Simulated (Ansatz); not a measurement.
CdS (P6_3mc), PBE with spin-orbit coupling, rigid bands in Ansatz (a program for electronic structure): Condition of this run: uniaxial stress along c of -3.2 GPa (compression positive) (the target of the relaxation). band gap 1.03 eV, N_c = 1.26e18 cm⁻³ and N_v = 3.62e19 cm⁻³ at 300 K, conductivity masses along z (a = (4.07, 0.00, 0.00) Å; b = (-2.03, 3.52, 0.00) Å; c = (0.00, 0.00, 7.01) Å) of 0.124 mₑ (electrons) and 1.78 mₑ (holes). Take k_BT = 0.02585 eV.

What thermal injection velocity √(2k_BT/πm) limits a ballistic channel along the direction named?

1.53e7 cm/s for electrons and 4.03e6 cm/s for holes, a ratio of √(m_h/m_e) = 3.79, for dilute carriers.

What built-in voltage has an abrupt junction with N_A = 1e17 and N_D = 1e17 cm⁻³, all dopants ionised?

V_bi = E_g/e − (k_BT/e) ln(N_c N_v/(N_A N_D)) = 1.03 − 0.02585 × 8.43 = 0.81 V. It follows the computed gap one for one.

Find the intrinsic carrier density and the intrinsic Fermi level.

n_i = √(N_c N_v) exp(−E_g/2k_BT) = 6.75e18 × exp(−19.92) = 1.5e10 cm⁻³. The level lies (k_BT/2) ln(N_v/N_c) = 43 meV from mid-gap (positive towards the conduction band). Each 0.1 eV added to the gap lowers n_i by a factor of 6.9.

Rigid, parabolic bands with the computed gap; masses take one relaxation time for all states. Geometry: cell and atoms relaxed with PBEsol.
